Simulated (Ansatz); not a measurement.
**What isotropic strain +1.20 % does to WS2**

Start from WS₂ (space group P6_3/mmc, No. 194; a = 3.115 Å, c = 11.772 Å; layered, stacked along the Cartesian z axis).

Perturbation: the cell is scaled by 1.0120 in all directions; the atoms relax in the strained cell.

Calculations: PBEsol-D3(BJ) in Ansatz (plane waves to 420 eV, PAW, spin-orbit coupling left out). Settings: 12×12×3 k-points, 0.05 eV Fermi–Dirac smearing.

```tsv
quantity	base	changed	shift
volume per atom	16.48 Å³	17.09 Å³	+0.601 Å³
space group	P6_3/mmc (No. 194)	P6_3/mmc (No. 194)	–
shortest interatomic distance	2.389 Å	2.398 Å	+0.009 Å
energy relative to the base (free energy F)	0 meV/atom	+5.9 meV/atom	+5.9 meV/atom
pressure (mean of the normal stresses, compression positive)	0.00 GPa	-3.02 GPa	-3.02 GPa
band gap	0.65 eV	0.74 eV	+0.083 eV
smallest direct gap	1.92 eV	1.77 eV	-0.15 eV
valence-band top at Γ (three highest levels, from the VBM)	0.00, -1.26, -1.60 eV	0.00, -1.32, -1.41 eV	–
largest internal atomic displacement	–	0.030 Å	–
```

With W present, leaving out spin-orbit coupling can change the band edges. No phonon test of stability was made.

Ansatz is an electronic-structure program.
